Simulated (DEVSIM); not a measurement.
**abrupt In0.53Ga0.47As p-n junction**

Device: abrupt In0.53Ga0.47As p-n junction, at 350 K.

```tsv
layer (left to right)	material	thickness (μm)	Nd (cm⁻³)	Na (cm⁻³)	τn (s)	τp (s)
1	In0.53Ga0.47As	2.50	-	8.7e16	3.7e-10	3.7e-10
2	In0.53Ga0.47As	4.20	4.5e14	-	3.7e-10	3.7e-10
```

Left contact: ohmic. Right contact: ohmic. Voltage is applied to the left contact. Recombination: SRH at mid-gap, Auger. Mobility is μmin + (μ − μmin)/(1 + (N/Nref)^α).

This is a model device: material constants are rounded textbook-type values typed into the input, and sizes, dopings and lifetimes were drawn at random. Values at 300 K; Nc and Nv go as T^1.5, mobilities as T to minus their exponent, the gap by Varshni's rule with the affinity fixed.

| parameter | In0.53Ga0.47As |
|---|---|
| gap (eV) | 0.74 |
| affinity (eV) | 4.51 |
| permittivity | 13.9 |
| Nc (cm⁻³) | 2.1e17 |
| Nv (cm⁻³) | 7.7e18 |
| μn (cm²/Vs) | 12000 |
| μp (cm²/Vs) | 300 |
| μn,min | 300 |
| μp,min | 10 |
| Nref,n | 1.3e17 |
| Nref,p | 4.9e17 |
| αn | 0.48 |
| αp | 0.4 |
| T exponent of μn | 1.6 |
| T exponent of μp | 1.6 |
| Cn (cm⁶/s) | 5e-29 |
| Cp (cm⁶/s) | 5e-29 |
| Varshni α (eV/K) | 0.00035 |
| Varshni β (K) | 190 |

Model (solved in DEVSIM): 1D drift-diffusion, Boltzmann statistics, complete ionisation; no tunnelling, impact ionisation, image-force lowering or self-heating.

```json
{
  "potential_step_across_the_device_at_zero_bias": "0.390 V",
  "largest_field_in_the_device_at_zero_bias": "17000 V/cm",
  "Dark forward voltage at 1 A/cm²": "0.137 V",
  "Dark forward voltage at 100 A/cm²": "0.401 V"
}
```

Dark forward current:

(V (V), J (A/cm²)): (0.05, 0.12); (0.10, 0.43); (0.15, 1.3); (0.20, 3.8); (0.25, 10); (0.30, 24); (0.35, 51); (0.40, 98); (0.45, 180); (0.50, 290); (0.55, 440); (0.60, 630); (0.65, 860); (0.70, 1100); (0.75, 1400); (0.80, 1700); (0.85, 2000); (0.90, 2300)
